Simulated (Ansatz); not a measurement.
Structures of equal composition on the (111) surface of fcc Al: a pseudomorphic layer of W in the host's stacking; a pseudomorphic layer of W in the other hollow. The slabs share one bottom face, and each structure is named by its start. These are constructed structures in small cells; real faces may alloy, dewet or reconstruct in larger ones, and not all known structures of the face are among them. Slabs of about 12 Å, Fermi-Dirac smearing of 0.1 eV. Bottom of the slabs: a bare face, its two planes held. Relaxed from the named starts with such symmetry as they have, on meshes of like density; energies extrapolated to zero smearing; spin only where a row says so; no spin-orbit coupling, no U. Brackets mark spin-polarised runs, whose order is one that fits the cell.

These are PBE (plane waves to 420 eV, PAW; Ansatz, a first-principles code) values and carry that method's errors.

Task: Order them by energy per 1x1 cell (lowest first) at the level PBE.

Result: a pseudomorphic layer of W in the host's stacking (0.000 eV), a pseudomorphic layer of W in the other hollow (0.094 eV)
